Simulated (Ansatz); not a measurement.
# GaN (model structure, started from the HgO type, P6₄22, No. 181, 6 atoms in the cell): properties by level of theory

```
level (code)     equilibrium lattice constant a (Å)  c axis length (Å)  cohesive energy (eV/atom)
---------------  ----------------------------------  -----------------  -------------------------
LDA (Ansatz)                                      …                  …                          …
PBE (Ansatz)                                      …                  …                       4.02
PBEsol (Ansatz)                               3.125              7.359                          …
r²SCAN (Ansatz)                               3.125                  …                       4.07
```

Problem. What belongs in the gaps?

Solution. 
- LDA (Ansatz, a first-principles code), equilibrium lattice constant a (Å): 3.097
- LDA (Ansatz), c axis length (Å): 7.285
- LDA (Ansatz), cohesive energy (eV/atom): 5.04
- PBE (Ansatz), equilibrium lattice constant a (Å): 3.164
- PBE (Ansatz), c axis length (Å): 7.439
- PBEsol (Ansatz), cohesive energy (eV/atom): 4.49
- r²SCAN (Ansatz), c axis length (Å): 7.371

Ansatz's density-functional and Hartree–Fock values are scalar-relativistic unless marked +SOC, with PAW data made under PBE.

Free atoms are spin-polarised, in the lowest state found; at levels without +SOC their spin–orbit coupling is left out.

A model structure was made by putting elements into a prototype or built by hand; it is no filed structure, need not be a known phase, and can be a saddle point held by its symmetry.
